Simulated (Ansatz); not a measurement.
## Effect of Li interstitial (started 1.74 Å from the nearest host atom) on Al

The parent structure is a 27-atom supercell of Al in the fcc (Cu type) structure (space group Fm-3m, No. 225; a = 4.014 Å) at its relaxed geometry.

One thing is altered: a neutral Li interstitial (started 1.74 Å from the nearest host atom), atoms relaxed at fixed cell, starting from a slightly rattled geometry.

Level of theory: Kohn–Sham DFT with the PBEsol functional, run in Ansatz (a first-principles code) with PAW and 420 eV plane waves, without spin-orbit coupling. Settings: 5×5×5 k-points, 0.05 eV Fermi–Dirac smearing.

* **Largest displacement of a host atom from its site in the perfect cell**: 0.25 Å
* **Final site of the added atom**: 6 Al at 2.25 Å (octahedral)

Cost of the whole job for the changed cell (relaxation, final SCF and bands): roughly 40 core-minutes.

The cell is small, so the values are those of an ordered compound at a high defect concentration; dilute-limit values will differ. The defect cell is not spin-polarised.
